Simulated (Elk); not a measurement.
Worked example: self-consistent single point of TiZn (P1, 2 atoms in the cell) in Elk.

Method: PBEsol, all-electron FP-LAPW, Elk's shipped species files, default APW+lo basis in Elk 10.2.4.

The change in words: atoms moved at random. Reference geometry:
```
TiZn
1.0
    3.12375     0.00000     0.00000
    0.00000     3.12375     0.00000
    0.00000     0.00000     3.12375
Ti Zn
1 1
Cartesian
  1.56187   1.56187   1.56187
  0.00000   0.00000   0.00000
```

Reference input (self-consistent single point, DFT, PBEsol, all-electron FP-LAPW, Elk's shipped species files, default APW+lo basis): xctype = 22; rgkmax = 7; stype = 3; swidth = 0.00367493 Ha; ngridk = 7 7 7. This run's input differs from it in these lines:

```diff
@@ -30,6 +30,6 @@
   1   : natoms; atposl, bfcmt below
-  0.5000000000  0.5000000000  0.5000000000    0.0 0.0 0.0
+  0.5097300000  0.4915010000  0.5043650000    0.0 0.0 0.0
   'Zn.in'   : spfname
   1   : natoms; atposl, bfcmt below
-  0.0000000000  0.0000000000  0.0000000000    0.0 0.0 0.0
+  -0.0097300000  0.0084990000  -0.0043650000    0.0 0.0 0.0
```

Output (repeated stretches shortened):

```
│ Self-consistent loop started │
│ Loop number : 1 │
 total energy                :     -2640.34572760
│ Loop number : 2 │
 total energy                :     -2640.75496450
RMS change in Kohn-Sham potential (target) :   0.3203542912     (  0.1000000000E-05)
Absolute change in total energy (target)   :   0.4092369002     (  0.1000000000E-03)
│ Loop number : 3 │
 total energy                :     -2641.00656953
RMS change in Kohn-Sham potential (target) :   0.3126301155     (  0.1000000000E-05)
Absolute change in total energy (target)   :   0.3539142514     (  0.1000000000E-03)
│ Loop number : 4 │
   [... lines left out ...]
Absolute change in total energy (target)   :   0.4695342914E-03 (  0.1000000000E-03)
│ Loop number : 14 │
 total energy                :     -2647.65703439
RMS change in Kohn-Sham potential (target) :   0.5244495859E-06 (  0.1000000000E-05)
Absolute change in total energy (target)   :   0.2148651570E-03 (  0.1000000000E-03)
│ Loop number : 15 │
 total energy                :     -2647.65704087
RMS change in Kohn-Sham potential (target) :   0.1910329958E-06 (  0.1000000000E-05)
Absolute change in total energy (target)   :   0.6019396960E-04 (  0.1000000000E-03)
Convergence targets achieved

│ Loop number : 16 │

Energies :
 Fermi                       :     0.271665403474
 total energy                :     -2647.65704358

Density of states at Fermi energy :    24.49071250
 (states/Hartree/unit cell)

Estimated indirect band gap :   0.1246085044E-01
 from k-point    240 to k-point    196
Estimated direct band gap   :   0.1260437863E-01
 at k-point    305

Charges :
 core                        :    22.00000000
 valence                     :    30.00000000
 interstitial                :    2.553755137
 muffin-tins (core leakage)
  species :    1 (Ti)
   atom    1                 :    20.31367716     (  0.5252047686E-09)
  species :    2 (Zn)
   atom    1                 :    29.13256771     (  0.8317785082E-04)
 total in muffin-tins        :    49.44624486
 total calculated charge     :    51.99520683
 total charge                :    52.00000000
 error                       :   0.4793171189E-02

│ Self-consistent loop stopped │
```

The run converged in 16 iterations. The count includes the last loop, which Elk runs after its targets are met. Against the reference run the free energy rises by 9.7 meV/atom.

The starting cell comes from a database of computed structures (which also holds hypothetical and non-ambient phases and stackings), without a prior relaxation at this level. For this run, on top of that: atoms moved at random. Spin polarisation is off. Values depend on the basis (sphere radii, cutoffs, local orbitals), which need not be converged. The log's line on a gap gives a spacing of levels on this mesh, which the program prints for metals too.
